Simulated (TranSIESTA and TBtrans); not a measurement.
Run with TranSIESTA and TBtrans (open boundaries, self-consistent; PseudoDojo norm-conserving potentials, scalar-relativistic): Spin polarized, PAO.BasisSize DZP, PAO.EnergyShift 0.15 eV, XC.Authors PBE, Mesh.Cutoff 200 Ry, ElectronicTemperature 300 K, TS.Voltage 0.0 eV, TBT.Elecs.Eta 0.001 eV.

Junction: Si chain with one N atom inserted. Leads: straight Si chain, spacing 2.385 Å. Geometry: 3 atoms about the centre moved by SIESTA (PBE, DZP) to a largest force of 0.03 eV/Å, all others as built, motion along the axis alone.

Q: Give the largest eigenchannel transmissions at the Fermi level (four at most) and the total.

A: Up: 0.68, 0.68, 0.33 (total 1.68); down: 0.72, 0.72, 0.33 (total 1.78). Moments were seeded on the central atoms alone, and one start was tried. The straight chain is held at its spacing; free chains may zigzag or dimerise.
